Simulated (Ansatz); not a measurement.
The reference is Gd in the hcp (Mg type) structure (space group P6_3/mmc, No. 194; a = 3.569 Å, c = 5.701 Å; ferromagnetic; relaxed with 0.1 eV smearing). Axes: x lies along a and z along c of the hexagonal cell.

All numbers come from plane-wave PAW DFT at the PBEsol level (Ansatz, a program for electronic structure, 420 eV), spin-orbit coupling left out.

Before the change:

* **Pressure**: 0.0 GPa
* **Band gap**: zero
* **Shortest interatomic distance**: 3.517 Å

It is then changed as follows: the cell is stretched by 0.91 % along x with no lateral relaxation, atoms relaxed at fixed cell.

### Question
How does this affect the pressure, energy relative to the base, band gap and shortest interatomic distance?

### Answer
The pressure (mean of the normal stresses, compression positive) goes from zero to -0.3 GPa; the energy goes up by 0.5 meV/atom; the band gap remains zero; the shortest interatomic distance grows by 0.005 Å to 3.522 Å.

The magnetic state is the one reached from the starting moments; the real material's order can differ, and small cells can't hold many antiferromagnetic ones. The state of the 4f shell was not checked for lower solutions. The cells carry an imposed strain or load. No phonon test of stability was made.
